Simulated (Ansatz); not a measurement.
Given:

```yaml
crystal:
  lattice:
    - [11.49319, 0.00000, 0.00000]
    - [0.00000, 4.16897, 0.00000]
    - [0.00000, 0.00000, 4.42090]
  atoms:
    - { symbol: Sn, position: [0.11775, 0.25000, 0.09955] }
    - { symbol: Sn, position: [0.38225, 0.75000, 0.59955] }
    - { symbol: Sn, position: [0.88225, 0.75000, 0.90045] }
    - { symbol: Sn, position: [0.61775, 0.25000, 0.40045] }
    - { symbol: Se, position: [0.85686, 0.25000, 0.47738] }
    - { symbol: Se, position: [0.64314, 0.75000, 0.97738] }
    - { symbol: Se, position: [0.14314, 0.75000, 0.52262] }
    - { symbol: Se, position: [0.35686, 0.25000, 0.02262] }
```

No spin polarisation.

All numbers come from DFT with PBE-D3(BJ), PAW potentials and a 420 eV plane-wave cutoff in Ansatz (an electronic-structure program), spin-orbit coupling left out. Settings: 3×8×8 k-points, 0.05 eV Fermi–Dirac smearing.

### Question
Predict the pressure and space group.

### Answer
The pressure (mean of the normal stresses, compression positive) is -2.6 kbar. The space group comes out as Pnma (No. 62).

The cells carry an imposed strain or load. No phonon test of stability was made. The cell was made from SnSe in the GeS type structure (space group Pnma, No. 62; layered, stacked along the Cartesian x axis) by this change: uniaxial strain ε_zz = +0.83 %.
